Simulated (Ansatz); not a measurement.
The starting structures come from a database of crystals and need not be the phases stable at ambient conditions.

By PBEsol, the system below comes out a metal.

A figure of merit of an interconnect metal is its ballistic conductance per area.

Input:

```
Ag
1.0
    2.92230     0.00000     0.00000
    0.00000     4.70166     0.00000
    1.46115     0.00000     2.53079
Ag
2
Direct
  0.33333   0.75000   0.33333
  0.66667   0.25000   0.66667
```

The cell is taken as given; by PBEsol it stands under a pressure of -4.3 GPa.

The current flows along the normal of the first two printed cell vectors, the (100) plane of the conventional cell. No spin-orbit coupling; the value is a mean over 0.1 eV about the Fermi level.

Question: Give the ballistic conductance per area that PBEsol run with Ansatz (a program for electronic structure) yields.

Answer: 0.87 × 10¹⁵ S/m² for both spins.
